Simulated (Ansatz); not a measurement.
Response to strain in TiO2

Take TiO2 in the rutile structure (space group P4_2/mnm, No. 136; a = 4.591 Å, c = 2.939 Å) as the base. Axes: x, y, z lie along a, b, c of the conventional cell.

Strains are applied to the cell and any free atomic positions relax.

All numbers come from plane-wave PAW DFT at the PBEsol level (Ansatz, a program for electronic structure, 420 eV), scalar-relativistic without spin-orbit coupling.

Notes on the quantities. energy relative to the base: free energy F.

| variant | electron mass | energy relative to the base | band gap | volume per atom |
|---|---|---|---|---|
| base | 0.54 mₑ along c, 1.1 mₑ across (at Γ) | 0 meV/atom | 1.87 eV | 10.33 Å³ |
| uniaxial strain ε_zz = −3.00 % | 0.50 mₑ along z, 1.0 mₑ across (at Γ) | +15 meV/atom | 1.92 eV | 10.02 Å³ |
| uniaxial strain ε_zz = −2.40 % | 0.51 mₑ along z, 1.1 mₑ across (at Γ) | ___ | 1.91 eV | 10.08 Å³ |
| uniaxial strain ε_zz = −1.80 % | 0.51 mₑ along z, 1.1 mₑ across (at Γ) | +5.4 meV/atom | 1.91 eV | 10.14 Å³ |
| uniaxial strain ε_zz = −1.20 % | ___ | +2.4 meV/atom | 1.89 eV | 10.20 Å³ |
| uniaxial strain ε_zz = −0.60 % | 0.53 mₑ along z, 1.1 mₑ across (at Γ) | +0.6 meV/atom | 1.88 eV | 10.26 Å³ |

What belongs in the blanks?


- uniaxial strain ε_zz = −2.40 %, energy relative to the base: +9.7 meV/atom
- uniaxial strain ε_zz = −1.20 %, electron mass: 0.52 mₑ along z, 1.1 mₑ across (at Γ)

Effective masses come from finite differences of ±0.01 Å⁻¹. Whether these cells are dynamically stable was not tested. The final runs are not spin-polarised.
